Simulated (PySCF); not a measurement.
PySCF 2.14.0, unrestricted B3LYP/def2-svpd, df: Mn(Cl)(fmdH) ([Cl][Mn]1[NH]C=[NH]->1), charge 0, multiplicity 6, 8 atoms. The geometry is a generated start, not checked to be a minimum at this level.

```yaml
task: energy
method: b3lyp
basis: def2-svpd
two_electron_scheme: density fitting
mol.max_memory: 3000 MB
mf.max_cycle: 100
mf.conv_tol: 1e-09 (default)
mf.grids.level: 3 (default)
basis_functions: 145
grid_points: 111136
```

```xyz
8

Mn     1.3021    -0.4130    -0.6035
Cl     2.9837    -1.0360    -1.5392
C     -0.7838     0.2680     0.3981
N     -0.2738    -0.9259     0.6244
N     -0.1396     1.0527    -0.4422
H     -1.7106     0.5950     0.8871
H     -0.8060    -1.4959     1.2684
H     -0.5721     1.9550    -0.5932
```

Charge 0 and multiplicity 6 are set for this test and not shown to be the ground state.

With the defaults (mf.DIIS = CDIIS, mf.diis = true, mf.damp = 0, mf.diis_start_cycle = 1, mf.level_shift = 0, mf.diis_damp = 0, mf.init_guess = minao, mf.diis_space = 8) it converges in 39 Fock builds. One run each on 2 threads, 1 BLAS thread, with these changes:
- mf.diis_space = 5
- mf.DIIS = EDIIS
- mf.level_shift = 1 Hartree
- mf.diis_damp = 0.3
- mf.diis = false
- mf.init_guess = sap
- mf.diis = false, mf.damp = 0.7, mf.diis_start_cycle = 999
- mf.damp = 0.3, mf.diis_start_cycle = 4
- mf.level_shift = 0.3 Hartree

Question: Which of these changes keep the SCF from converging, or lead it to another solution?

Answer: No convergence: mf.DIIS = EDIIS; mf.diis = false; mf.diis = false, mf.damp = 0.7, mf.diis_start_cycle = 999 (the run ends without SCF convergence in 100 cycles). The rest reach the solution of the defaults.

```tsv
setting	Fock builds	end
mf.init_guess = sap	23	same solution
mf.diis_space = 5	25	same solution
mf.damp = 0.3, mf.diis_start_cycle = 4	29	same solution
mf.level_shift = 0.3 Hartree	36	same solution
the defaults	39	same solution
mf.diis_damp = 0.3	56	same solution
mf.level_shift = 1 Hartree	59	same solution
mf.DIIS = EDIIS	101	no convergence
mf.diis = false	101	no convergence
mf.diis = false, mf.damp = 0.7, mf.diis_start_cycle = 999	101	no convergence
```
